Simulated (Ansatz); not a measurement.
Consider a (8,0) germanium nanotube.

Levels: PBE (plane waves to 420 eV, PAW; Ansatz, a quantum-chemistry and plane-wave program); PBE with spin-orbit coupling (Ansatz). Unmarked values and the geometry are of the first. Mesh 1×1×12. No spin polarisation. One-dimensional cell, images about 11 Å apart. A hypothetical model, rolled from the flat sheet. It keeps the symmetry and period of its start, so it need not be a minimum against all distortions. Values not marked SOC lack spin–orbit coupling. Buckling under compression is shut out by symmetry and the short period.

Predict its relaxed size, energy and electronic structure.


```
Quantity                                                                 Result
---------------------------------------------------------  --------------------
period along the axis (32 atoms)                                        7.000 Å
mean diameter                                                           10.37 Å
radii of the innermost and outermost atoms                      4.82 and 5.55 Å
energy over the flat sheet                                         +25 meV/atom
PBE gap                                                    0.22 eV, direct at Γ
electron mass along the axis (PBE)                                      0.39 mₑ
hole mass along the axis (PBE)                                          0.30 mₑ
valence and conduction edges under the vacuum level (PBE)      4.75 and 4.53 eV
PBE+SOC gap at this geometry                                            0.22 eV
axial stiffness dF/dε                                                    124 nN
```
